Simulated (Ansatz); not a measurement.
The reference is CdSe in the wurtzite structure (space group P6_3mc, No. 186).

```
CdSe
1.0
    4.38279     0.00000     0.00000
   -2.19140     3.79561     0.00000
    0.00000     0.00000     7.15437
Cd Se
2 2
Cartesian
  0.00000   2.53041   0.00090
  2.19140   1.26520   3.57808
  0.00000   2.53041   2.68915
  2.19140   1.26520   6.26633
```

Level of theory: PBE, PAW, 420 eV (Ansatz, a program for electronic structure; no spin-orbit coupling).

Before the change:

| Item | Result |
|---|---|
| Pressure | 0.00 GPa |
| Gap character | direct at Γ |

It is then changed as follows: the cell is scaled by 0.9820 in all directions; the atoms relax in the strained cell.

Q: Estimate the effect on the pressure.

A: The pressure (mean of the normal stresses, compression positive) goes from zero to 2.76 GPa.

Q: What does the calculation give for the gap character after the change?

A: The gap character is still direct at Γ.

Stability against distortions was not tested.
